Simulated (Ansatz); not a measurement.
## Short convergence ladders for Na₂CdSn (P3m1, 8 atoms in the cell)

```yaml
crystal:
  lattice:
    - [4.97037, 0.00000, 0.00000]
    - [-2.48519, 4.30447, 0.00000]
    - [0.00000, 0.00000, 10.01235]
  atoms:
    - { symbol: Na, position: [0.66667, 0.33333, 0.58774] }
    - { symbol: Na, position: [0.33333, 0.66667, 0.41725] }
    - { symbol: Na, position: [0.33333, 0.66667, 0.08275] }
    - { symbol: Na, position: [0.66667, 0.33333, 0.91725] }
    - { symbol: Cd, position: [0.00000, 0.00000, 0.75000] }
    - { symbol: Cd, position: [0.00000, 0.00000, 0.25000] }
    - { symbol: Sn, position: [0.33333, 0.66667, 0.75000] }
    - { symbol: Sn, position: [0.66667, 0.33333, 0.25000] }
```

Base method: PBEsol, default PAW files made with PBE (plane waves; Ansatz, a program for electronic structure).

Base settings: basis.ecutwfc = 420 eV; kpoints.mp_grid.grid = 7 7 3; hamiltonian.xc = pbesol; hamiltonian.pseudopotentials = {kind: paw} (the program's default PAW files); scf.occupations.method = fermi_dirac; scf.occupations.width = 0.1 eV.

The count of work is k-points × plane waves × bands × iterations; it is no time. Core times come from one kind of shared machine, to one figure; runs under 30 s give none.

**The k-point mesh**

Only quantities that move along the ladder and can be compared are tabulated.

| kpoints.mp_grid.grid | free energy less the last step's (meV/atom) | pressure (GPa) | largest difference of a force vector from the last step's (eV/Å) | count of work / last | core time / last (rough) |
|---|---|---|---|---|---|
| 2 2 1 | 311.55 | 1.48 | 0.055 | 0.023 | – |
| 3 3 1 | 110.51 | -0.18 | 0.114 | 0.030 | – |
| 3 3 2 | 97.99 | 0.12 | 0.051 | 0.060 | – |
| 5 5 2 | 17.18 | 0.07 | 0.004 | 0.086 | – |
| 7 7 3 | 3.89 | 0.01 | 0.003 | 0.20 | – |
| 8 8 4 | 1.95 | 0.02 | 0.001 | 0.35 | 0.3 |
| 10 10 5 | 0.41 | 0.02 | 0.001 | 0.58 | 0.6 |
| 12 12 6 | 0.00 | 0.03 | 0.000 | 1.0 | 1 |

Coarsest kpoints.mp_grid.grid that holds the free energy within 1 meV/atom of the last step, with all finer ones: 10 10 5; the step before is off by 2.0 meV/atom.

Coarsest kpoints.mp_grid.grid that holds the pressure within 0.5 GPa of the last step, with all finer ones: 3 3 1, at 0.030 of the last step's count of work; the step before is off by 1.5 GPa.

Coarsest kpoints.mp_grid.grid that holds the forces within 0.02 eV/Å of the last step, with all finer ones: 5 5 2, at 0.086 of the last step's count of work; the step before is off by 0.051 eV/Å.

**The k-point mesh at a smearing width of 0.05 eV**

In this ladder: scf.occupations.width = 0.05 eV.

The second cell is the first with its lattice scaled by 0.98.

Only quantities that move along the ladder and can be compared are tabulated.

| kpoints.mp_grid.grid | free energy less the last step's (meV/atom) | energy of the compressed cell less the first (meV/atom) | pressure (GPa) | largest difference of a force vector from the last step's (eV/Å) | count of work / last | core time / last (rough) |
|---|---|---|---|---|---|---|
| 3 3 2 | 102.35 | 7.83 | 0.01 | 0.059 | 0.023 | – |
| 5 5 2 | 18.90 | 9.11 | 0.08 | 0.009 | 0.038 | – |
| 7 7 3 | 4.71 | 8.76 | -0.01 | 0.007 | 0.075 | – |
| 10 10 5 | 0.89 | 9.17 | 0.01 | 0.003 | 0.22 | 0.2 |
| 12 12 6 | 0.43 | 9.36 | 0.03 | 0.001 | 0.38 | 0.4 |
| 18 18 8 | 0.00 | 9.52 | 0.04 | 0.000 | 1.0 | 1 |

Coarsest kpoints.mp_grid.grid that holds the energy of the compressed cell less the first within 1 meV/atom of the last step, with all finer ones: 5 5 2, at 0.038 of the last step's count of work; the step before is off by 1.7 meV/atom.

Coarsest kpoints.mp_grid.grid that holds the forces within 0.02 eV/Å of the last step, with all finer ones: 5 5 2, at 0.038 of the last step's count of work; the step before is off by 0.059 eV/Å.

The energy difference between the two cells stays within 1 meV/atom of the last step's from 5 5 2 on, the total only from 10 10 5 on: much of the error is common to both cells and cancels.

**The mesh under tetrahedron occupations**

In this ladder: scf.occupations.method = tetrahedron; scf.occupations.width = default.

Only quantities that move along the ladder and can be compared are tabulated.

| kpoints.mp_grid.grid | free energy less the last step's (meV/atom) | pressure (GPa) | largest difference of a force vector from the last step's (eV/Å) | count of work / last | core time / last (rough) |
|---|---|---|---|---|---|
| 3 3 2 | 105.87 | 0.48 | 0.011 | 0.049 | – |
| 4 4 2 | 42.62 | -0.03 | 0.016 | 0.064 | – |
| 5 5 2 | 19.71 | -0.03 | 0.012 | 0.079 | – |
| 8 8 4 | 2.77 | 0.06 | 0.007 | 0.27 | 0.3 |
| 12 12 5 | 0.35 | 0.05 | 0.002 | 0.63 | 0.7 |
| 14 14 6 | 0.00 | 0.05 | 0.000 | 1.0 | 1 |

Coarsest kpoints.mp_grid.grid that holds the forces within 0.005 eV/Å of the last step, with all finer ones: 12 12 5; the step before is off by 0.007 eV/Å.

Coarsest kpoints.mp_grid.grid that holds the pressure within 0.2 GPa of the last step, with all finer ones: 4 4 2, at 0.064 of the last step's count of work; the step before is off by 0.43 GPa.

Coarsest kpoints.mp_grid.grid that holds the free energy within 5 meV/atom of the last step, with all finer ones: 8 8 4, at 0.27 of the last step's count of work and about 0.3 of the last step's time; the step before is off by 20 meV/atom.

On the base run: the starting cell comes from a database of computed structures (which also holds hypothetical and non-ambient phases and stackings), without a prior relaxation at this level. Its lattice was rescaled by up to half a per cent. One atom was moved a little off its site on purpose. Ansatz's pressure includes its estimate of the finite-basis (Pulay) stress.

Keys are those of Ansatz 0.2.
